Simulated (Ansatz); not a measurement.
Abridged Ansatz (a first-principles code) output:

```
Pseudopotential: La, paw, valence charge 11
Pseudopotential: B, paw, valence charge 3
Crystal: 7 atoms, lattice volume = 71.604 Å³
Basis set: ecut = 500 eV, 1839 PW (Γ), exchange–correlation on 128×128×128 points (64 copies of the dense FFT grid, shifted against one another)
Bands: 22, of which v1, the nominal top of the filled ones, is band 15 counted from 1 (14 counted from 0)
Symmetry: 48 space group operations
k-points: 56 of 1331
Functional: x = r2scan, c = r2scan; τ floored in thin density (d = 2e-4 eV/Å³)
SCF iter   1: F=—  HF=-7208.302354 eV  |F-HF|=—  |Δ(HF+E_count)|=         —  Δρ=1.03e-2  dr2=9.80e-2  dr2_τ=9.00e-1  ethr=1.77e-3  ⟨swp⟩=5.4  Hψ=6102  notcnv=0  defer=5
SCF iter   2: F=—  HF=-7208.409707 eV  |F-HF|=—  |Δ(HF+E_count)|=   1.07e-1  Δρ=5.62e-3  dr2=2.78e-2  dr2_τ=9.72e-4  ethr=3.38e-4  ⟨swp⟩=3.1  Hψ=3110  notcnv=0  defer=71
SCF 1 converged in 8 iterations: F = -7208.403248 eV  dr2 = 2.38e-10
SCF converged after 8 iterations
Free energy (F): -7208.403248 eV
Internal energy: -7208.397967 eV  (E = F + TS)
E sigma→0 (E₀):  -7208.400607 eV
Entropy (-TS):   -0.005281 eV (-0.754 meV/atom)
Fermi energy:    12.378270 eV
--- Forces (eV/Å), atoms counted from 1 ---
  atom   1  La    -0.00000000     0.00000000    -0.00000000
  atom   2  B      0.00371437     0.00000000     0.00000000
  atom   3  B     -0.00371437    -0.00000000     0.00000000
  atom   4  B      0.00000000    -0.00000000     0.00371437
  atom   5  B     -0.00000000    -0.00000000    -0.00371437
  atom   6  B     -0.00000000     0.00371437    -0.00000000
  atom   7  B      0.00000000    -0.00371437    -0.00000000
--- Stress (GPa, compression-positive) ---
       -0.007350       0.000000       0.000000
       -0.000000      -0.007350       0.000000
        0.000000       0.000000      -0.007350
  P = ⅓ Tr σ = -0.0073 GPa (-0.073 kbar)
```

Task: What was computed, and what are the main results?

Result: LaB6, 7 atoms in the cell, with DFT with r2SCAN, PAW potentials and a 500 eV plane-wave cutoff in Ansatz, no spin-orbit coupling. The last SCF converged to F = -7208.403248 eV, or -1029.7719 eV per atom, at a pressure of -0.01 GPa. The total energy compares only with runs of the same code, potentials and settings.

Stability against distortions was not tested. The final runs are not spin-polarised. An odd electron count without spin: LaB6. The cell is LaB₆ (space group Pm-3m, No. 221).
